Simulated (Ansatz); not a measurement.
An Ansatz (an electronic-structure program) input (Ansatz, PBE, PAW, cutoff 420 eV, no SOC):

Ansatz 0.2 input:
```yaml
crystal:
  lattice:
    - [2.5857458585, 1.4928810675, 4.6431787274]
    - [-2.5857458585, 1.4928810675, 4.6431787274]
    - [0, -2.9857621349, 4.6431787274]
  atoms:
    - { symbol: Ga, position: [0.6441558372, 0.6441558372, 0.6441558372] }
    - { symbol: Ga, position: [0.1441558372, 0.1441558372, 0.1441558372] }
    - { symbol: Ga, position: [0.3558441628, 0.3558441628, 0.3558441628] }
    - { symbol: Ga, position: [0.8558441628, 0.8558441628, 0.8558441628] }
    - { symbol: O, position: [0.75, 0.4468693997, 0.0531306003] }
    - { symbol: O, position: [0.0531306003, 0.75, 0.4468693997] }
    - { symbol: O, position: [0.25, 0.5531306003, 0.9468693997] }
    - { symbol: O, position: [0.5531306003, 0.9468693997, 0.25] }
    - { symbol: O, position: [0.9468693997, 0.25, 0.5531306003] }
    - { symbol: O, position: [0.4468693997, 0.0531306003, 0.75] }
basis: { ecutwfc: 420, ecutrho_ratio: 4, xc_grid: 2, fft_grid_basis: typed }
kpoints: { mp_grid: { grid: [8, 8, 8] } }
hamiltonian:
  xc: pbe
  dispersion: none
  pseudopotentials: { kind: paw }
scf: { occupations: { method: fermi_dirac, width: 0.05 }, convergence: { dr2_threshold: 0.000000001 } }
relax: { f_tol: 0.005, max_steps: 50 }
output: { forces: true, stress: true }
checkpoint: { write: state.ck, write_every: 1000 }
```

Task: Which symmetry and how many k-points will the program report, and about how many plane waves at Γ?

Result: Space group R-3c (ITA 167) with 12 operations, k-points 65 of 512, and 2115 plane waves at Γ.

Task: And the final pressure?

Result: -11.47 GPa (compression positive).

The cells carry an imposed strain or load. Stability against distortions was not tested. The cell was made from Ga$_{2}$O$_{3}$ in the corundum structure (space group R-3c, No. 167) by this change: isotropic strain +2.25 %.
